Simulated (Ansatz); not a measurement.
Consider AlCr2C (space group P6_3/mmc, No. 194; non-magnetic).

```cif
data_C2Al2Cr4
_chemical_formula_sum 'Al2 Cr4 C2'
_space_group_name_H-M_alt 'P63/mmc'
_space_group_IT_number 194
_space_group_name_Hall '-P 6c 2c'
_cell_length_a 2.84033
_cell_length_b 2.84033
_cell_length_c 12.70477
_cell_angle_alpha 90.000
_cell_angle_beta 90.000
_cell_angle_gamma 120.000
loop_
_atom_site_label
_atom_site_type_symbol
_atom_site_symmetry_multiplicity
_atom_site_Wyckoff_symbol
_atom_site_fract_x
_atom_site_fract_y
_atom_site_fract_z
_atom_site_occupancy
Al1 Al 2 d 0.66667 0.33333 0.25000 1
Cr1 Cr 4 f 0.33333 0.66667 0.08428 1
C1 C 2 a 0.00000 0.00000 0.00000 1
```

All numbers come from Kohn–Sham DFT with the PBE functional, run in Ansatz (a program for electronic structure) with PAW and 420 eV plane waves, no spin-orbit coupling.

Base values:

| Quantity | Result |
|---|---|
| c/a ratio | 4.473 |
| Volume per atom | 11.10 Å³ |

Now apply this change: a hydrostatic pressure of 18 GPa.

Problem. What does the calculation give for the c/a ratio and volume per atom after the change?

Solution. The c/a ratio increases by 0.013 (4.473 → 4.486); the volume per atom decreases by 0.853 Å³ (11.10 Å³ → 10.24 Å³).

Load acts through the strain it causes; cell and atoms are relaxed under it. No phonon test of stability was made. Competing high-pressure phases were not computed. Starting moments died away, wholly or in part, for the base; another magnetic solution may exist. The final runs are not spin-polarised.
